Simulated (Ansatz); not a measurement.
Given:

End structure of a constructed model of the (0001) surface of wurtzite CdS, Cd-terminated, 2x2 S adatom at H3 (bottom of the slab: 2 H on 4 bottom sites):

```yaml
crystal:
  lattice:
    - [8.39264, 0.00000, 0.00000]
    - [-4.19632, 7.26824, 0.00000]
    - [0.00000, 0.00000, 29.50000]
  atoms:
    - { symbol: S, position: [0.33200, 0.16800, 0.32866] }
    - { symbol: S, position: [0.83621, 0.16427, 0.31344] }
    - { symbol: S, position: [0.33573, 0.66379, 0.31344] }
    - { symbol: S, position: [0.83204, 0.66796, 0.32906] }
    - { symbol: Cd, position: [0.14927, 0.35073, 0.34927] }
    - { symbol: Cd, position: [0.68255, 0.31650, 0.34967] }
    - { symbol: Cd, position: [0.18350, 0.81745, 0.34967] }
    - { symbol: Cd, position: [0.64911, 0.85089, 0.34878] }
    - { symbol: S, position: [0.16667, 0.33333, 0.43638] }
    - { symbol: S, position: [0.66667, 0.33333, 0.43638] }
    - { symbol: S, position: [0.16667, 0.83333, 0.43638] }
    - { symbol: S, position: [0.66667, 0.83333, 0.43638] }
    - { symbol: Cd, position: [0.33333, 0.16667, 0.46497] }
    - { symbol: Cd, position: [0.83333, 0.16667, 0.46497] }
    - { symbol: Cd, position: [0.33333, 0.66667, 0.46497] }
    - { symbol: Cd, position: [0.83333, 0.66667, 0.46497] }
    - { symbol: S, position: [0.32615, 0.17385, 0.55228] }
    - { symbol: S, position: [0.84801, 0.17397, 0.55251] }
    - { symbol: S, position: [0.32603, 0.65199, 0.55251] }
    - { symbol: S, position: [0.83339, 0.66661, 0.55079] }
    - { symbol: Cd, position: [0.16653, 0.33347, 0.59542] }
    - { symbol: Cd, position: [0.66278, 0.32522, 0.57585] }
    - { symbol: Cd, position: [0.17478, 0.83722, 0.57585] }
    - { symbol: Cd, position: [0.66262, 0.83738, 0.57577] }
    - { symbol: S, position: [0.16664, 0.33336, 0.68577] }
    - { symbol: S, position: [0.66594, 0.33228, 0.66236] }
    - { symbol: S, position: [0.16772, 0.83406, 0.66236] }
    - { symbol: S, position: [0.66604, 0.83396, 0.66232] }
    - { symbol: Cd, position: [0.35157, 0.14843, 0.70366] }
    - { symbol: Cd, position: [0.79663, 0.14837, 0.70359] }
    - { symbol: Cd, position: [0.35163, 0.70337, 0.70359] }
    - { symbol: Cd, position: [0.83324, 0.66676, 0.66855] }
    - { symbol: H, position: [0.33666, 0.16334, 0.28285] }
    - { symbol: H, position: [0.83635, 0.66365, 0.28325] }
    - { symbol: S, position: [0.49997, 0.00003, 0.75410] }
```

Slab: 35 atoms, 13.4 Å thick at the start with caps and adatoms (thin: gaps and levels are the slab's own); k 3x3x1, smearing 0.025 eV, dipole-corrected; 8 atoms held, the rest relaxed; held to the start's symmetry, so lower structures may exist; no spin, no spin-orbit, no U. In PBE it is, or lies within 0.01 eV a 1x1 cell of, the lowest of the 3 structures of its composition computed so far; subsurface sites and larger cells were not tried.

**Question.** Estimate the highest filled level below the top vacuum level that Ansatz (a quantum-chemistry and plane-wave program) with PBE returns for this input.

**Answer.** 5.69 eV

**Question.** What is the computed gap of the slab on its k-mesh (PBE)?

**Answer.** 1.04 eV
